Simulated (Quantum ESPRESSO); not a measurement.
Input and output of a self-consistent single point for Hf₂P₂O₉ (C2/m, 26 atoms in the cell) (Quantum ESPRESSO).

Computed with PBEsol, GBRV 1.5 ultrasoft (PBESOL) pseudopotentials (plane waves; Quantum ESPRESSO).

```
Hf2P2O9
1.0
    6.80835    -3.28309     0.00000
    6.80835     3.28309     0.00000
   -6.65566     0.00000     7.47648
Hf P O
4 4 18
Cartesian
  5.08641   0.00000   4.74861
  1.87463   0.00000   2.72787
 12.19116   0.00000   0.72305
 -5.23012   0.00000   6.75343
  2.49334   0.00000   6.25669
  4.46770   0.00000   1.21979
 -1.30335   0.00000   4.06257
  8.26439   0.00000   3.41391
  2.80021   0.00000   4.73418
  4.16083   0.00000   2.74230
  0.22702   0.00000   3.92874
  6.73402   0.00000   3.54774
  3.96431   0.00000   6.76487
  2.99673   0.00000   0.71161
  1.91484   2.03361   2.66970
  5.04620  -2.03361   4.80678
  5.04620   2.03361   4.80678
  1.91484  -2.03361   2.66970
  5.18182  -1.24469   0.76955
  1.77922   1.24469   6.70692
  1.77922  -1.24469   6.70692
  5.18182   1.24469   0.76955
  0.51586   0.00000   1.17283
  6.44519   0.00000   6.30364
 -1.93020   0.00000   2.66521
  8.89124   0.00000   4.81126
```

Reference input (self-consistent single point, DFT, PBEsol, plane waves, GBRV 1.5 ultrasoft (PBESOL) pseudopotentials): ecutwfc = 40 Ry; ecutrho = 320 Ry; occupations = fixed; potentials = {Hf: hf_pbesol_v1.uspp.F.UPF, P: p_pbesol_v1.5.uspp.F.UPF, O: o_pbesol_v1.2.uspp.F.UPF}; K_POINTS = automatic 3 3 2 0 0 0; nbnd = 90; conv_thr = 1e-09 Ry. This run's input differs from it in these lines:

```diff
@@ -11,4 +11,4 @@
     ntyp = 3,
-    ecutwfc = 40,
-    ecutrho = 320,
+    ecutwfc = 20,
+    ecutrho = 160,
     occupations = 'fixed',
```

Output (repeated stretches shortened):

```
     Self-consistent Calculation

     iteration #  1     ecut=    20.00 Ry     beta= 0.70

     negative rho (up, down):  4.427E-01 0.000E+00

     total energy              =   -1273.56264914 Ry
     estimated scf accuracy    <       4.31673247 Ry

     iteration #  2     ecut=    20.00 Ry     beta= 0.70

     negative rho (up, down):  4.459E-01 0.000E+00

     total energy              =   -1273.72655635 Ry
     estimated scf accuracy    <       4.19869750 Ry

     iteration #  3     ecut=    20.00 Ry     beta= 0.70

     negative rho (up, down):  4.508E-01 0.000E+00

     total energy              =   -1274.87337590 Ry
     estimated scf accuracy    <       0.55895424 Ry

   [... 8 blocks of this kind left out ...]

     iteration # 12     ecut=    20.00 Ry     beta= 0.70

     negative rho (up, down):  4.549E-01 0.000E+00

     total energy              =   -1274.96056652 Ry
     estimated scf accuracy    <          5.8E-09 Ry

     iteration # 13     ecut=    20.00 Ry     beta= 0.70

     negative rho (up, down):  4.549E-01 0.000E+00
     End of self-consistent calculation

     highest occupied, lowest unoccupied level (ev):     5.3865   10.2947

!    total energy              =   -1274.96056652 Ry
     estimated scf accuracy    <          4.6E-10 Ry

     convergence has been achieved in  13 iterations

     negative rho (up, down):  4.549E-01 0.000E+00

     Forces acting on atoms (cartesian axes, Ry/au):

     atom    1 type  1   force =     0.01321447   -0.00000000   -0.00263723
     atom    2 type  1   force =    -0.01321447    0.00000000    0.00263723
     atom    3 type  1   force =     0.00597040   -0.00000000    0.00871063
     atom    4 type  1   force =    -0.00597040    0.00000000   -0.00871063
     atom    5 type  2   force =     0.00037149    0.00000000   -0.00377500
   [... 17 lines left out ...]
   [... lines left out ...]
     Total force =     0.224651     Total SCF correction =     0.000073
   [... lines left out ...]

     negative rho (up, down):  4.549E-01 0.000E+00
          total   stress  (Ry/bohr**3)                   (kbar)     P=     -995.17
  -0.00673342   0.00000000  -0.00002549         -990.52        0.00       -3.75
   0.00000000  -0.00674716   0.00000000            0.00     -992.54        0.00
  -0.00002549   0.00000000  -0.00681447           -3.75        0.00    -1002.44

   JOB DONE.
```

The run converged in 13 iterations. Against the reference run the free energy rises by 2.21 eV/atom, the pressure goes from 2.90 to -99.52 GPa, the largest force goes from 0.651 to 1.645 eV/Å and the gap on the mesh goes from 5.016 to 4.908 eV. The full log also holds: “c_bands:  1 eigenvalues not converged”.

The starting cell comes from a database of computed structures (which also holds hypothetical and non-ambient phases and stackings), without a prior relaxation at this level. Spin-orbit coupling is off. Forces in this geometry exceed 1 eV/Å. At the lowered cutoff the pressure carries the error of an incomplete plane-wave basis.

Cost on one core of a shared machine: roughly 2 min.
